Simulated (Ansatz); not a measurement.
Computed with PBE (plane waves to 420 eV, PAW; Ansatz, an electronic-structure program).

Electrostatic potential energy of an electron, averaged over planes parallel to the surface, in eV from the Fermi level, for the (110) surface of bcc V, one row in 4 of the top plane missing (bottom of the slab: a bare face, its two planes held):

```
z (Å)  V (eV)
-----  ------
3.94     4.80
4.22     4.80
4.50     4.79
4.78     4.78
5.06     4.76
5.34     4.72
5.62     4.65
5.91     4.51
6.19     4.24
6.47     3.75
6.75     2.83
7.03     1.18
7.31    -2.09
7.59    -8.02
7.87   -12.11
8.16   -13.18
8.44   -12.43
8.72    -9.20
9.00    -3.69
9.28    -1.23
9.56    -4.42
9.84    -9.79
10.12  -12.56
10.41  -12.92
10.69  -11.26
10.97   -6.69
11.25   -1.91
11.53   -2.26
11.81   -7.33
12.09  -11.55
12.37  -12.92
12.66  -12.34
12.94   -9.24
13.22   -3.84
13.50   -1.34
13.78   -4.43
14.06   -9.65
14.34  -12.45
14.62  -12.86
14.91  -11.22
15.19   -6.75
15.47   -2.12
15.75   -2.39
16.03   -7.27
16.31  -11.51
16.59  -12.95
16.87  -12.43
17.16   -9.48
17.44   -4.41
17.72   -2.31
18.00   -5.17
18.28   -7.95
18.56   -8.92
18.84   -8.66
19.12   -6.56
19.41   -2.34
19.69    0.85
19.97    2.31
20.25    3.13
20.53    3.59
20.81    3.84
21.09    3.98
21.37    4.05
21.66    4.09
21.94    4.11
22.22    4.12
22.50    4.12
22.78    4.13
23.06    4.13
```

Slab: 23 atoms, 10.6 Å thick at the start; k 15x4x1, smearing 0.1 eV, dipole-corrected; 8 atoms held, the rest relaxed; symmetry of the start imposed; no spin, no spin-orbit, no U. It is one candidate, not shown to be the stable structure of the face.

The surface cell has an area of 25.41 Å². What dipole along the normal does the step between the two vacuum levels imply?

the top vacuum level lies 0.67 eV below the bottom one; p = −ε₀ A ΔV (ε₀ = 0.005526 e/(V·Å)) gives 0.09 e·Å a cell.
